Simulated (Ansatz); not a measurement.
## Mg: response to strain

The reference is Mg in the hcp (Mg type) structure (space group P6_3/mmc, No. 194; relaxed with 0.1 eV smearing).

```
CELL_PARAMETERS angstrom
      3.17512     0.00000     0.00000
     -1.58756     2.74974     0.00000
      0.00000     0.00000     5.16281
ATOMIC_POSITIONS crystal
  Mg 0.66667 0.33333 0.25000
  Mg 0.33333 0.66667 0.75000
```

Strains are applied to the cell and any free atomic positions relax.

The values are results of DFT with PBEsol, PAW potentials and a 420 eV plane-wave cutoff in Ansatz (an electronic-structure program), no spin-orbit coupling, not measurements.

Notes on the quantities. energy relative to the base: free energy F.

```csv
isotropic strain (%),energy relative to the base (meV/atom)
-3,23.2
-2.5,?
-2,10.0
-1.5,5.5
0,0.0
1,2.3
1.5,5.1
2,8.9
3,19.4
```

Fit ΔE = Aε² + Bε³ (ε in %) to the rows shown and predict the withheld row.

Least squares on the printed values gives A = 2.37 and B = -0.070 meV/atom (largest residual 0.1 meV/atom); this predicts 15.9 meV/atom, and the run gives 15.9 meV/atom, in agreement.

No phonon test of stability was made.
